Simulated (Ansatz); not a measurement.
By hand: formation energy of Sn_W in W (bcc, Im-3m)

We look at the formation energy of Sn_W in W (bcc, Im-3m). Reaction: Sn (white tin) + 63 W (bcc) → cell A.

A: a supercell of 64 sites of W (bcc, Im-3m) with Sn on a W site (8 W at 2.82 Å); spin state with PBE: run without spin.

Method: Ansatz (an electronic-structure program), PAW, neutral cells at 0 K with nuclei at rest, on structures from PBE. Ansatz runs with its default PAW set. Other levels take these structures. The lattices are those relaxed with PBE, so at other levels the solids can be strained, which adds to the spread. Larger cells are relaxed from a start prepared with the learned potential CHGNet, on a coarser mesh till forces fall under 0.03 eV/Å, which some starts already meet. A dispersion term (D3(BJ), or D4 for r2SCAN) was computed beside these levels and is taken off wherever the name lacks it. Space groups of crystals are read within 0.01 Å. The runs are scalar-relativistic, without spin-orbit coupling. Mesh and cell size may move defect energies by 0.1 eV or more. Cell A has symmetry Im-3m within 0.02 Å and got no random move, so less symmetric positions, which may lie lower, weren't tried.

Total energies of the cells in eV, at zero smearing width. They compare only within one column; the weights balance every element.

| cell | atoms | weight | PBE | PBE+D3(BJ) |
|---|---|---|---|---|
| A: W:Sn_W | 64 | +1 | -660266.49496 | -660310.17853 |
| Sn (white tin) | 2 | −1/2 | -12048.34329 | -12049.08740 |
| W (bcc) | 64 | −63/64 | -664628.88689 | -664672.59309 |

PBE: (-660266.49496) − 1/2 × (-12048.34329) − 63/64 × (-664628.88689) = 1.737 eV.

PBE+D3(BJ): (-660310.17853) − 1/2 × (-12049.08740) − 63/64 × (-664672.59309) = 1.449 eV.

What follows from the PBE value: With the reservoirs of the reaction as written, and without entropy terms or charged states, the share of sites that hold the defect in equilibrium is exp(−1.74 eV/k_BT) = 1.7×10^-9 at 1000 K.
